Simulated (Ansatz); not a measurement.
Where the default PAW files enter, the runs use the earlier of Ansatz's two default sets.

Consider the following.

```
CELL_PARAMETERS angstrom
      3.04757     0.00000     0.00000
      1.52378     6.14023     0.00000
      0.00000     1.38413     5.65035
ATOMIC_POSITIONS crystal
  Ga 0.34116 0.31768 0.68527
  Ga 0.65884 0.68232 0.31473
  Ga 0.90953 0.18094 0.20521
  Ga 0.09047 0.81906 0.79479
  O  0.50353 0.99294 0.74334
  O  0.49647 0.00706 0.25666
  O  0.82663 0.34674 0.43677
  O  0.17337 0.65326 0.56323
  O  0.16450 0.67100 0.10915
  O  0.83550 0.32900 0.89085
```

Space group of this cell: C2/m. The cell is taken as given; by r2SCAN its mean pressure is -1.5 GPa.

These are r2SCAN (plane waves, PAW; Ansatz, a first-principles code) values and carry that method's errors.

The current runs along the normal of the first two printed vectors; no spin-orbit coupling. Scaled by the factor s: the length along the current (ions clamped). Meshes 10×10×6 and 10×6 across the current in all rows.

```json
[
 {"s": "0.97", "mean pressure (GPa)": "5.2", "band gap (eV)": "3.09"},
 {"s": "1.00", "mean pressure (GPa)": "-1.5", "band gap (eV)": "2.96"},
 {"s": "1.03", "mean pressure (GPa)": "-7.1", "band gap (eV)": "?"}
]
```

Take the slope of the band gap against ln s from the two given rows, extrapolate to s = 1.03, and say what the run there gives.

Slope = (3.09 − 2.96) / ln 0.97 = -4.27 eV. The line gives 2.96 + (-4.27) × ln 1.03 = 2.83 eV. The run gives 2.65 eV, 0.18 eV under the line, 146 % of the predicted step.
